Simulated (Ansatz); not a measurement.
**Sr3AsN (Pm-3m, No. 221, 5 atoms in the cell; start mp-1013555)**

Computed with G0W0@PBEsol+SOC (Ansatz, a first-principles code, hard PAW, contour deformation, complete-basis limit, spin–orbit shift from PBEsol).

Settings: largest k mesh 6×6×6 (not extrapolated in the mesh).

Cell (relaxed with PBEsol):

```yaml
crystal:
  lattice:
    - [5.04184, 0.00000, 0.00000]
    - [0.00000, 5.04184, 0.00000]
    - [0.00000, 0.00000, 5.04184]
  atoms:
    - { symbol: Sr, position: [0.00000, 0.50000, 0.50000] }
    - { symbol: Sr, position: [0.50000, 0.00000, 0.50000] }
    - { symbol: Sr, position: [0.50000, 0.50000, 0.00000] }
    - { symbol: As, position: [0.00000, 0.00000, 0.00000] }
    - { symbol: N, position: [0.50000, 0.50000, 0.50000] }
```

```
Quantity   Result
--------  -------
band gap  1.25 eV
```

Note: spin–orbit coupling enters as the shift of the gap found with a semilocal functional.

Static lattice: no zero-point or thermal effects.

It cost about 6 core-hours (a rough figure) of CPU time.

A start named mp-… is a Materials Project structure, which need not be a measured phase.
